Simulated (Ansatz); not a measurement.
System: Li₃OBr (Pm-3m, No. 221, 5 atoms in the cell; start mp-28593). Method: PBEsol in Ansatz (plane waves, PAW).

Numerical settings: plane-wave cutoff 500 eV, 10×10×10 k mesh, Fermi–Dirac smearing 0.05 eV, scalar-relativistic PAW data made under PBE.

Cell (relaxed at this level):

```xyz
5
Lattice="3.9362 0.0000 0.0000 0.0000 3.9362 0.0000 0.0000 0.0000 3.9362" Properties=species:S:1:pos:R:3 pbc="T T T"
Li     1.9681     0.0000     0.0000
Li     0.0000     1.9681     0.0000
Li     0.0000     0.0000     1.9681
Br     1.9681     1.9681     1.9681
O      0.0000     0.0000     0.0000
```

Q: Estimate the band gap that the calculation returns.

A: 
- band gap = 4.32 eV (on the SCF k mesh)

Note: the relaxation could not lower the start's symmetry, so the cell can be a saddle point above a distorted one.

Spin–orbit coupling is not included.

It cost roughly 20 core-seconds of CPU time.

A start named mp-… is a Materials Project structure, which need not be a measured phase.

Ansatz is an electronic-structure program.
